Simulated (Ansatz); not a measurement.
**YB12, pressure series**

The reference is YB₁₂ (space group Fm-3m, No. 225; a = 7.457 Å).

Cell and atoms are relaxed at each pressure.

The values are results of Ansatz (an electronic-structure program), PBEsol, PAW, cutoff 420 eV, without spin-orbit coupling, not measurements.

```csv
pressure (GPa),volume per atom (Å³/atom)
-2,8.048
-1,8.012
0,7.976
0.3,7.965
0.7,7.951
1.5,7.923
3,7.872
7.5,?
10,7.651
```

Task: Fit the third-order Birch–Murnaghan form P(V) = (3B₀/2)[(V₀/V)^(7/3) − (V₀/V)^(5/3)]·[1 + (3/4)(B₀′ − 4)((V₀/V)^(2/3) − 1)] (squares taken in P) to the rows shown and predict the withheld row.

Result: Least squares on the printed values gives V₀ = 7.976 Å³/atom, B₀ = 224 GPa, B₀′ = 3.4; this predicts 7.727 Å³/atom, and the run gives 7.727 Å³/atom, in agreement.

Load acts through the strain it causes; cell and atoms are relaxed under it. Stability against distortions was not tested. Competing high-pressure phases were not computed. The final runs are not spin-polarised. An odd electron count without spin: YB12.
